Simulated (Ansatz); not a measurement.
Effect of ↑↓↓↑ start, q = (0, 0, 1/2), 4 atoms on hypothetical diamond Fe

The parent structure is Fe in the diamond structure (space group Fd-3m, No. 227; a = 4.805 Å; non-magnetic; a hypothetical phase, not in the database extracts checked).

It is then changed as follows: the moments start antiparallel in the pattern ↑↓↓↑ in a 4-atom cell (cell doubled with q = (0, 0, 1/2) in the reciprocal basis of the base), and the cell is relaxed again.

Level of theory: PBEsol, PAW, 420 eV (Ansatz, a quantum-chemistry and plane-wave program; scalar-relativistic without spin-orbit coupling). Settings: 17×17×17 k-points, 0.05 eV Fermi–Dirac smearing.

```csv
quantity,base,changed,shift
volume per atom,13.86 Å³,13.86 Å³,0.00 Å³
lattice parameter a,4.805 Å,4.805 Å,0.000 Å
"space group (of the atoms, moments ignored)",Fd-3m (No. 227),Fd-3m (No. 227),–
shortest interatomic distance,2.081 Å,2.081 Å,0.000 Å
energy relative to the base (σ→0) (to 0.01 eV only: unlike meshes or grids),0.00 eV/atom,0.00 eV/atom,0.00 eV/atom
band gap,zero,zero,–
```

Final structure:

```
CELL_PARAMETERS angstrom
      0.00000     2.40237     2.40237
      2.40237     0.00000     2.40237
      2.40237     2.40237     0.00000
ATOMIC_POSITIONS crystal
  Fe 0.50000 0.50000 0.50000
  Fe 0.75000 0.75000 0.75000
```

Whether these cells are dynamically stable was not tested. Seeded moments were not kept for ↑↓↓↑ start, q = (0, 0, 1/2), 4 atoms and the base. The final runs are not spin-polarised.
